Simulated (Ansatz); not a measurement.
# As_Ge in germanium

The numbers are results of PBE, PAW (plane waves to 420 eV; Ansatz, a quantum-chemistry and plane-wave program), not measurements. Set-up: 64-site cell; 2×2×2 shifted k-points; start: the Ge site; the functional closes the host's gap; finite-size errors of tenths of an eV.

Neighbours after relaxation, in Å: of the As atom: Ge 2.54, Ge 2.54, Ge 2.54, Ge 2.54.

Formation energies E_f are those of the neutral cell. Chemical conditions: impurity bounded by its compound with the host (Δμ(Ge) = 0.00 eV, Δμ(As) = -0.10 eV, bounded by GeAs (P-1); only phases computed here count, gases as isolated molecules at 0 K). Reference phases: As: rhombohedral As, Ge: germanium.

```
charge  moment (μB)  largest move off a lattice site (Å)  E_f, impurity bounded by its compound with the host (eV)
------  -----------  -----------------------------------  --------------------------------------------------------
0†         quenched                                 0.05                                                      0.35
```

† Not settled in this cell, so no level is given: charge 0: a level filled in part.

Starting moments that weren't kept: charge 0 began with 1 μB and ended with 0.0.

All states together cost around 100 core-minutes (rough).
